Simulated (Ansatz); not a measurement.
Consider HfPbO$_{3}$ in the cubic perovskite structure (space group Pm-3m, No. 221; a = 4.119 Å; a cell from a computed database, its experimental status unchecked). Axes: x, y, z lie along the cube axes.

Now apply this change: biaxial strain −3.60 %, plane normal [001], relaxed out of plane (Cartesian); in-plane vectors clamped, the third vector and the atoms free.

Levels (all Ansatz, a quantum-chemistry and plane-wave program, PAW): PBEsol (420 eV, no spin-orbit coupling); r2SCAN (500 eV, no spin-orbit coupling); HSE06 (420 eV, spin-orbit coupling left out).

At the geometry relaxed with PBEsol, these levels gave the following band gaps, in shuffled order: (a) 2.15 eV, (b) 2.70 eV, (c) 3.24 eV.

Q: Match each gap to its level.

A: (a) PBEsol; (b) r2SCAN; (c) HSE06.

Single points use the geometry relaxed with PBEsol. HSE06 was sampled on its mesh, a few special points and the semilocal edge points, so its gap is an upper bound. Spin-orbit coupling, missing from the scalar runs, can matter with Hf and Pb. Whether these cells are dynamically stable was not tested. Many cubic perovskites are stable only at high temperature; tilts and polar distortions were not tested.
